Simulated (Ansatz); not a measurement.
The starting structures come from a database of crystals and need not be the phases stable at ambient conditions.

 Where the default PAW files enter, the runs use the earlier of Ansatz's two default sets.

Here is the system:

```yaml
crystal:
  lattice:
    - [4.83262, 0.00000, 0.00000]
    - [0.00000, 4.83262, 0.00000]
    - [0.00000, 0.00000, 7.65129]
  atoms:
    - { symbol: Te, position: [0.02773, 0.02773, 0.50000] }
    - { symbol: Te, position: [0.47227, 0.52773, 0.75000] }
    - { symbol: Te, position: [0.97227, 0.97227, 0.00000] }
    - { symbol: Te, position: [0.52773, 0.47227, 0.25000] }
    - { symbol: O, position: [0.26021, 0.13926, 0.31512] }
    - { symbol: O, position: [0.36074, 0.76021, 0.56512] }
    - { symbol: O, position: [0.73979, 0.86074, 0.81512] }
    - { symbol: O, position: [0.63926, 0.23979, 0.06512] }
    - { symbol: O, position: [0.76021, 0.36074, 0.43488] }
    - { symbol: O, position: [0.86074, 0.73979, 0.18488] }
    - { symbol: O, position: [0.23979, 0.63926, 0.93488] }
    - { symbol: O, position: [0.13926, 0.26021, 0.68488] }
```

Space group of this cell: P4_12_12. The cell is taken as given.

Method: r2SCAN (plane waves, PAW; Ansatz, a first-principles code).

The current runs along the normal of the first two printed vectors; no spin-orbit coupling. Scaled by the factor s: both lengths across the current (ions clamped). Meshes 6×6×4 and 6×6 across the current in all rows.

```
s     mean pressure (GPa)  band gap (eV)
----  -------------------  -------------
0.98                  6.2           3.65
1.00                  0.3           3.52
1.02                 -4.5              ?
```

Q: Take the slope of the band gap against ln s from the two given rows, extrapolate to s = 1.02, and say what the run there gives.

A: Slope = (3.65 − 3.52) / ln 0.98 = -6.43 eV. The line gives 3.52 + (-6.43) × ln 1.02 = 3.39 eV. The run gives 3.37 eV, 0.02 eV under the line, 18 % of the predicted step.
